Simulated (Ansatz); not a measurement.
**Hypothetical CsCl type TlAs, pressure series**

The parent structure is TlAs in the CsCl type structure (space group Pm-3m, No. 221; a = 3.6831 Å; a hypothetical phase, not in the database extracts checked).

Cell and atoms are relaxed at each pressure.

The values are results of Kohn–Sham DFT with the PBE functional, run in Ansatz (a quantum-chemistry and plane-wave program) with PAW and 420 eV plane waves, no SOC, not measurements.

Notes on the quantities. enthalpy: H = E + PV relative to the base's energy.

```csv
variant,enthalpy,shortest interatomic distance
base,–,3.190 Å
pressure −2 GPa,-0.32 eV/atom,3.243 Å
pressure −1 GPa,-0.16 eV/atom,3.214 Å
pressure 0.9 GPa,+0.14 eV/atom,3.170 Å
pressure 2.1 GPa,+0.32 eV/atom,3.147 Å
pressure 4.5 GPa,+0.67 eV/atom,3.107 Å
pressure 9 GPa,+1.30 eV/atom,3.048 Å
pressure 15 GPa,+2.09 eV/atom,2.988 Å
```

Load acts through the strain it causes; cell and atoms are relaxed under it. Stability against distortions was not tested. Competing high-pressure phases were not computed. The final runs are not spin-polarised.
